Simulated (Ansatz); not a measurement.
Band structure of NbIr₃ (Pm-3m, 4 atoms in the cell).

```
NbIr3
1.0
    3.94394     0.00000     0.00000
    0.00000     3.94394     0.00000
    0.00000     0.00000     3.94394
Nb Ir
1 3
Direct
  0.00000   0.00000   0.00000
  0.50000   0.50000   0.00000
  0.00000   0.50000   0.50000
  0.50000   0.00000   0.50000
```

Level of theory: LDA (PW92), PAW files made with PBE (plane waves; Ansatz, an electronic-structure program).

Settings: basis.ecutwfc = 420 eV; kpoints.mp_grid.grid = 8 8 8; hamiltonian.xc = lda; hamiltonian.pseudopotentials = {kind: paw} (the program's default PAW files); scf.occupations.method = fermi_dirac; scf.occupations.width = 0.05 eV; kpoints.band_path.npoints = 8.

The starting cell comes from a database of computed structures (which also holds hypothetical and non-ambient phases and stackings), without a prior relaxation at this level. Its lattice was rescaled by a random factor within 2.5 % of one. Spin-orbit coupling is off. Spin polarisation is off.

Levels in eV from the Fermi level, bands 29 to 36:
```
point     29     30     31     32     33    34    35    36
-----  -----  -----  -----  -----  -----  ----  ----  ----
Γ       0.94   1.51   1.51   1.51   2.44  2.44  2.44  2.84
X      -1.52  -1.45  -1.45   0.02   0.27  0.27  1.06  1.52
M      -2.02  -1.90  -1.90  -1.10  -1.01  0.83  0.90  0.90
R      -0.36   0.33   0.33   0.33   0.99  0.99  0.99  2.61
```

Bands cross the Fermi level along this path, so the cell is metallic at this level.

Keys are those of Ansatz 0.2.
